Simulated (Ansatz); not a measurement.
System: SrHfN2 (model structure, started from the LiVN2 type, Pna2₁, No. 33, 16 atoms in the cell). Method: r²SCAN+SOC (Ansatz, a first-principles code, plane waves, PAW).

The run printed, among other lines:

```
Crystal: 16 atoms, lattice volume = 283.884 Å³
Basis set: ecut = 560 eV, 8559 PW (Γ), exchange–correlation on 150×192×135 points (27 copies of the dense FFT grid, shifted against one another)
Bands: 222, of which v1, the nominal top of the filled ones, is band 184 counted from 1 (183 counted from 0)
Symmetry: 4 space group operations + 4 with time reversal
k-points: 36 of 96 (time reversal used)
Initial density: superposition of atomic densities (chi_scale 0.1, normalization cell, long waves kept (reshape's long-wave potential 0.01 eV rms))
Functional: x = r2scan, c = r2scan; τ floored in thin density (d = 2e-4 eV/Å³)
spin=Noncollinear: Resta preconditioning applied to the charge; magnetization (m_x, m_y, m_z) channels mix plain (no charge-response kernel on spin).
SCF 1 converged in 12 iterations: F = -80137.034881 eV  dr2 = 4.51e-10
SCF converged after 12 iterations
Free energy (F): -80137.034881 eV
Internal energy: -80137.034881 eV  (E = F + TS)
E sigma→0 (E₀):  -80137.034881 eV
Fermi energy:    11.608278 eV
--- Forces (eV/Å), atoms counted from 1 ---
  atom   1  Sr    -0.05098316     0.02081831    -0.00385124
  atom   2  Sr     0.05098316    -0.02081831    -0.00385124
  atom   3  Sr     0.05098316     0.02081831    -0.00385124
  atom   4  Sr    -0.05098316    -0.02081831    -0.00385124
  atom   5  Hf    -0.00698995     0.01222950     0.02324854
  atom   6  Hf     0.00698995    -0.01222950     0.02324854
  atom   7  Hf     0.00698995     0.01222950     0.02324854
  atom   8  Hf    -0.00698995    -0.01222950     0.02324854
  atom   9  N     -0.07210862     0.09038801    -0.03238501
  atom  10  N      0.07210862    -0.09038801    -0.03238501
  atom  11  N      0.07210862     0.09038801    -0.03238501
  atom  12  N     -0.07210862    -0.09038801    -0.03238501
  atom  13  N      0.02436407    -0.05491390     0.01298774
  atom  14  N     -0.02436407     0.05491390     0.01298774
  atom  15  N     -0.02436407    -0.05491390     0.01298774
  atom  16  N      0.02436407     0.05491390     0.01298774
--- Stress (GPa, compression-positive) ---
        1.780995       0.000000       0.000000
        0.000000       1.914514       0.000000
        0.000000       0.000000       1.849559
  P = ⅓ Tr σ = 1.8484 GPa (18.484 kbar)
```

Question: Write an input file that could have produced this run (the log leaves some choices open).

Answer: This is not unique; one that fits is 
Ansatz 0.2 input:
```yaml
crystal:
  lattice:
    - [6.3659528425, 0.0, 0.0]
    - [0.0, 7.8527986146, 0.0]
    - [0.0, 0.0, 5.6787556155]
  atoms:
    - { symbol: Sr, position: [0.5826619789, 0.8795380548, 0.9817993443] }
    - { symbol: Sr, position: [0.4173380211, 0.1204619452, 0.4817993443] }
    - { symbol: Sr, position: [0.9173380211, 0.3795380548, 0.4817993443] }
    - { symbol: Sr, position: [0.0826619789, 0.6204619452, 0.9817993443] }
    - { symbol: Hf, position: [0.564827597, 0.3736776206, 0.0000240306] }
    - { symbol: Hf, position: [0.435172403, 0.6263223794, 0.5000240306] }
    - { symbol: Hf, position: [0.935172403, 0.8736776206, 0.5000240306] }
    - { symbol: Hf, position: [0.064827597, 0.1263223794, 0.0000240306] }
    - { symbol: N, position: [0.5473194076, 0.4064129267, 0.353829717] }
    - { symbol: N, position: [0.4526805924, 0.5935870733, 0.853829717] }
    - { symbol: N, position: [0.9526805924, 0.9064129267, 0.853829717] }
    - { symbol: N, position: [0.0473194076, 0.0935870733, 0.353829717] }
    - { symbol: N, position: [0.6188693347, 0.8383264908, 0.4343569082] }
    - { symbol: N, position: [0.3811306653, 0.1616735092, 0.9343569082] }
    - { symbol: N, position: [0.8811306653, 0.3383264908, 0.9343569082] }
    - { symbol: N, position: [0.1188693347, 0.6616735092, 0.4343569082] }
basis:
  ecutwfc: 560
  ecutrho_ratio: 4
  xc_grid: 3
kpoints:
  mp_grid: { grid: [4, 4, 6] }
hamiltonian:
  xc: r2scan
  dispersion: none
  pseudopotentials: { kind: paw }
scf:
  occupations: { method: fermi_dirac, width: 0.01 }
  convergence: { dr2_threshold: 0.0000000016 }
output:
  forces: true
  stress: true
  eigenvalues: true
magnetization:
  noncollinear: true
  spin_orbit: true
```

The PAW data were made under PBE.

Note: the relaxation could raise the start's symmetry but not lower it, so the cell can be a saddle point. Note: cell and atoms aren't relaxed at this level (largest force component 0.09 eV/Å, pressure 1.8 GPa).

It cost around 60 core-minutes (rough) of CPU time.

A model structure was made by putting elements into a prototype or built by hand; it is no filed structure, need not be a known phase, and can be a saddle point held by its symmetry.
